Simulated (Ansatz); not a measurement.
CdSe, response to strain

Start from CdSe in the zinc blende structure (space group F-43m, No. 216; a = 6.082 Å).

Strains are applied to the cell and any free atomic positions relax.

All numbers come from PBEsol (Ansatz, a first-principles code, PAW, spin-orbit coupling left out), earlier PAW set.

```tsv
isotropic strain (%)	pressure (GPa)
-1.98	3.6
-0.3	0.5
0	0.0
1.21	?
4.09	-4.7
4.66	-5.2
```

Problem. Fit P = P₀ − Bδ + Cδ² with δ = (1 + ε)³ − 1 to the rows shown and predict the withheld row.

Solution. Least squares on the printed values gives P₀ = 0.0 GPa, B = 53.8 GPa, C = 127 GPa (largest residual 0.1 GPa); this predicts -1.8 GPa, and the run gives -1.7 GPa, in agreement.

Stability against distortions was not tested.
